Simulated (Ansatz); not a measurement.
The starting structures come from a database of crystals and need not be the phases stable at ambient conditions.

Tunnelling through a barrier is set by its complex band structure: the current falls as exp(−2κd) with the smallest κ.

```
ZrO2
1.0
    5.67835     0.00000     0.00000
    2.83918     5.34588     0.00000
    2.83918     0.00000     2.83918
Zr O
2 4
Direct
  0.00000   0.00000   0.00000
  0.75000   0.50000   0.50000
  0.79839   0.40322   0.00000
  0.54839   0.90322   0.50000
  0.95161   0.09678   0.50000
  0.20161   0.59678   0.00000
```

Space group of this cell: I4_1/amd, anatase. The cell is taken as given.

Transport runs along the normal of the first two printed cell vectors, the (110) plane of the conventional cell.

The gap is the functional's own, uncorrected, and κ follows it; spin-orbit coupling is left out. Mid-gap values are interpolated between the computed energies.

Task: Compute, with r2SCAN in Ansatz (an electronic-structure program), the band gap and the smallest decay constant κ at mid-gap.

Result: Gap 4.49 eV on a 10×10×10 mesh; κ = 0.378 1/Å, at the zone centre.
